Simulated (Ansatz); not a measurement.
The structure below was relaxed with PBE/PAW in Ansatz (a first-principles code), without spin-orbit coupling.

```
HgSi
1.0
    0.00000     2.76732     2.76732
    2.76732     0.00000     2.76732
    2.76732     2.76732     0.00000
Hg Si
1 1
Direct
  0.00000   0.00000   0.00000
  0.50000   0.50000   0.50000
```

Task: Find the space group and the Wyckoff positions.

Result: Space group Fm-3m (No. 225); a = b = c = 5.5346 Å, α = β = γ = 90.00°

```
atom  site  symmetry       x       y       z
----  ----  --------  ------  ------  ------
Hg      4a      m-3m  0.0000  0.0000  0.0000
Si      4b      m-3m  0.5000  0.5000  0.5000
```

Task: Describe the coordination.

Result: The crystal has 8 atoms in its conventional cell. Cell: a = b = c = 5.5346 Å, α = β = γ = 90.00°. Hg sees 6 Si at 2.767 Å (octahedral). Si is surrounded by 6 Hg at 2.767 Å (octahedral). (Neighbours: up to the widest gap in distance over summed covalent radii, below 1.35, at either atom; cation-cation and far metal-metal contacts left out.)

Stability against distortions was not tested. The final runs are not spin-polarised. The cell was made from CoSi by this change: Co → Hg; the result is a hypothetical phase, not in the database extracts checked.
